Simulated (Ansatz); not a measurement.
# Pressure series in Bi2Te3

The reference is Bi2Te3 in the Bi2Te3 type structure (space group R-3m, No. 166; a = 4.395 Å, c = 31.384 Å (hexagonal axes)).

Cell and atoms are relaxed at each pressure.

All numbers come from r2SCAN+rVV10 (Ansatz, a program for electronic structure; PAW; 500 eV plane waves; no spin-orbit coupling).

Notes on the quantities. enthalpy: H = E + PV relative to the base's energy.

```tsv
change	enthalpy	volume per atom	band gap	c/a ratio
base	–	34.99 Å³	0.68 eV	7.142
pressure 0.3 GPa	+0.07 eV/atom	[?]	[?]	[?]
pressure 0.7 GPa	+0.15 eV/atom	34.21 Å³	0.60 eV	7.073
pressure 1.5 GPa	+0.32 eV/atom	33.51 Å³	0.55 eV	7.025
```

### Question
Some entries are withheld; estimate them.

### Answer

- pressure 0.3 GPa, volume per atom: 34.64 Å³
- pressure 0.3 GPa, band gap: 0.64 eV
- pressure 0.3 GPa, c/a ratio: 7.108

Spin-orbit coupling, missing from the scalar runs, can matter with Bi and Te. Load acts through the strain it causes; cell and atoms are relaxed under it. Whether these cells are dynamically stable was not tested.
